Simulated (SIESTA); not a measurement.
Input and output of a self-consistent single point for CoSi (P2_13, 8 atoms in the cell) (SIESTA).

Level of theory: LDA PW92, numerical atomic orbitals DZP, PseudoDojo LDA standard norm-conserving potentials (rewritten from UPF to PSML) run with SIESTA.

```
CELL_PARAMETERS angstrom
      4.44098     0.00000     0.00000
      0.00000     4.44098     0.00000
      0.00000     0.00000     4.44098
ATOMIC_POSITIONS crystal
  Co 0.85410 0.64590 0.35410
  Co 0.64590 0.35410 0.85410
  Co 0.35410 0.85410 0.64590
  Co 0.14590 0.14590 0.14590
  Si 0.15654 0.34346 0.65654
  Si 0.34346 0.65654 0.15654
  Si 0.65654 0.15654 0.34346
  Si 0.84346 0.84346 0.84346
```

Reference input (self-consistent single point, DFT, GGA PBE, numerical atomic orbitals DZP, PseudoDojo PBE standard norm-conserving potentials (rewritten from UPF to PSML)): XC.functional = GGA; XC.authors = PBE; potentials = PseudoDojo PBE standard; PAO.BasisSize = DZP; PAO.EnergyShift = 0.005 Ry; MeshCutoff = 350 Ry; kgrid.MonkhorstPack = 9 9 9; OccupationFunction = MP; OccupationMPOrder = 0; ElectronicTemperature = 1160.45 K; MaxSCFIterations = 150; SCF.Mixer.Method = Pulay. This run's input differs from it in these lines:

```diff
@@ -1,2 +1,2 @@
-# files in the folder: Co.psml Si.psml (PseudoDojo PBE standard)
+# files in the folder: Co.psml Si.psml (PseudoDojo LDA standard)
 SystemName  CoSi
@@ -28,4 +28,4 @@
 
-XC.functional                GGA
-XC.authors                   PBE
+XC.functional                LDA
+XC.authors                   PW92
 PAO.BasisSize                DZP
```

The program printed (abridged):

```
        iscf     Eharris(eV)        E_KS(eV)     FreeEng(eV)     dDmax    Ef(eV) dHmax(eV)
   scf:    1   -17000.615850   -17085.880514   -17085.886192  1.405025 -4.420532 13.639067
   scf:    2   -17076.253090   -17097.325047   -17097.332913  0.438394 -6.520054  6.450758
   scf:    3   -17103.074611   -17102.261870   -17102.268107  0.118128 -5.829170  0.491129
   scf:    4   -17102.422237   -17102.360204   -17102.366520  0.064478 -5.886097  0.151956
   scf:    5   -17102.359681   -17102.361836   -17102.368216  0.004687 -5.899716  0.053045
   scf:    6   -17102.363139   -17102.362784   -17102.369196  0.004132 -5.895505  0.010099
   scf:    7   -17102.362753   -17102.362782   -17102.369195  0.000431 -5.897552  0.010717
   scf:    8   -17102.362803   -17102.362796   -17102.369208  0.000136 -5.896766  0.002673
   scf:    9   -17102.362797   -17102.362797   -17102.369208  0.000040 -5.896529  0.000323
   scf:   10   -17102.362797   -17102.362797   -17102.369208  0.000008 -5.896546  0.000134
SCF Convergence by DM+H criterion
max |DM_out - DM_in|         :     0.0000077424
max |H_out - H_in|      (eV) :     0.0001339931
SCF cycle converged after 10 iterations

Using DM_out to compute the final energy and forces

siesta: E_KS(eV) =           -17102.3628

siesta: E_KS - E_eggbox =    -17102.3628

siesta: Atomic forces (eV/Ang):
     1    0.063615   -0.063614    0.063614
     2   -0.063615    0.063615    0.063614
     3    0.063614    0.063614   -0.063614
     4   -0.063614   -0.063614   -0.063614
     5    0.057060   -0.057061    0.057063
     6   -0.057060    0.057060    0.057062
     7    0.057065    0.057065   -0.057063
     8   -0.057065   -0.057065   -0.057062
   Tot   -0.000000   -0.000000    0.000000
   Max    0.063615
   Res    0.060427    sqrt( Sum f_i^2 / 3N )
   Max    0.063615    constrained

   [... lines left out ...]
siesta: FreeEng =    -17102.369208
   [... lines left out ...]
siesta:     0.096509   -0.000000    0.000000
siesta:    -0.000000    0.096509    0.000000
siesta:     0.000000    0.000000    0.096509

siesta: Cell volume =         87.586177 Ang**3

siesta: Pressure (static):
siesta:                Solid            Molecule  Units
siesta:          -0.00105111         -0.00105396  Ry/Bohr**3
siesta:          -0.09650862         -0.09677005  eV/Ang**3
siesta:        -154.62385521       -155.04271397  kBar
```

The run converged in 10 iterations. Against the reference run the pressure goes from -2.22 to -15.46 GPa and the largest force goes from 0.039 to 0.110 eV/Å.

The starting cell comes from a database of computed structures (which also holds hypothetical and non-ambient phases and stackings), without a prior relaxation at this level. Its lattice was rescaled by a random factor within 2.5 % of one. Spin polarisation is off. Values carry the incompleteness of an atom-centred basis. With a pressure of about -15 GPa the cell is away from its equilibrium volume at this level.

Cost on one core of a shared machine: roughly 4 min.
